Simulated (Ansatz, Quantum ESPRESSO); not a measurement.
**One structure in several programs: Rh (Fm-3m, 1 atom in the cell)**

Self-consistent single point.

```
CELL_PARAMETERS angstrom
      0.00000     1.85960     1.85960
      1.85960     0.00000     1.85960
      1.85960     1.85960     0.00000
ATOMIC_POSITIONS crystal
  Rh 0.00000 0.00000 0.00000
```

Shared settings, as Ansatz (a quantum-chemistry and plane-wave program) writes them: kpoints.mp_grid.grid = 12 12 12; magnetization.spin_orbit = true; scf.occupations.method = gaussian; scf.occupations.width = 0.2 eV. Potentials and cutoffs stand in the table.

```
code                                                                                                       model  pressure (GPa)  cutoff
----------------  ----------------------------------------------------------------------------------------------  --------------  ------
Ansatz                                                           PBE with spin-orbit coupling, default PAW files           28.44  420 eV
Quantum ESPRESSO  PBE, spin-orbit coupling, PseudoDojo fully relativistic norm-conserving (PBE) pseudopotentials           29.53   90 Ry
```

The spread over the programs that give each value: pressure within 1.09 GPa.

Ansatz's pressure is given at a fixed set of plane waves, as the other plane-wave codes print theirs; with its correction for the finite basis it is 28.58 GPa.

The starting cell comes from a database of computed structures (which also holds hypothetical and non-ambient phases and stackings), without a prior relaxation at this level. Its lattice was rescaled by a random factor within 2.5 % of one.

Left out of this page: ABINIT (failed or unconverged); Elk, FLEUR and SIESTA (not drawn, or without a comparable value).

Keys are those of Ansatz 0.2.
